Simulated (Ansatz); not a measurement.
Band structure of CsYbF3 (Pm-3m, 5 atoms in the cell).

```yaml
crystal:
  lattice:
    - [4.50879, 0.00000, 0.00000]
    - [0.00000, 4.50879, 0.00000]
    - [0.00000, 0.00000, 4.50879]
  atoms:
    - { symbol: Cs, position: [0.00000, 0.00000, 0.00000] }
    - { symbol: Yb, position: [0.50000, 0.50000, 0.50000] }
    - { symbol: F, position: [0.00000, 0.50000, 0.50000] }
    - { symbol: F, position: [0.50000, 0.00000, 0.50000] }
    - { symbol: F, position: [0.50000, 0.50000, 0.00000] }
```

Computed with PBEsol, PAW files made with PBE (plane waves; Ansatz, a first-principles code).

Settings: basis.ecutwfc = 420 eV; kpoints.mp_grid.grid = 6 6 6; hamiltonian.xc = pbesol; hamiltonian.pseudopotentials = {kind: paw} (the program's default PAW files); scf.occupations.method = fermi_dirac; scf.occupations.width = 0.05 eV; kpoints.band_path.npoints = 8.

The starting cell comes from a database of computed structures (which also holds hypothetical and non-ambient phases and stackings), without a prior relaxation at this level. Spin-orbit coupling is off. Spin polarisation is off, so a magnetic state, if there is one, cannot be reached. The f electrons are in the valence without U or exact exchange, which can misplace them near the Fermi level. Spin-orbit terms, which matter for f shells, are left out.

Levels in eV from the Fermi level, bands 24 to 31:
| point | 24 | 25 | 26 | 27 | 28 | 29 | 30 | 31 |
|---|---|---|---|---|---|---|---|---|
| Γ | -0.28 | -0.28 | -0.17 | -0.17 | -0.17 | 0.81 | 0.81 | 1.59 |
| X | -0.28 | -0.27 | -0.20 | -0.20 | 1.41 | 1.80 | 2.39 | 2.60 |
| M | -0.34 | -0.27 | -0.27 | -0.24 | 1.31 | 2.13 | 2.24 | 2.24 |
| R | -0.35 | -0.35 | -0.35 | -0.35 | 1.74 | 1.74 | 1.74 | 4.02 |

Bands cross the Fermi level along this path, so the cell is metallic at this level.

Keys are those of Ansatz 0.2.
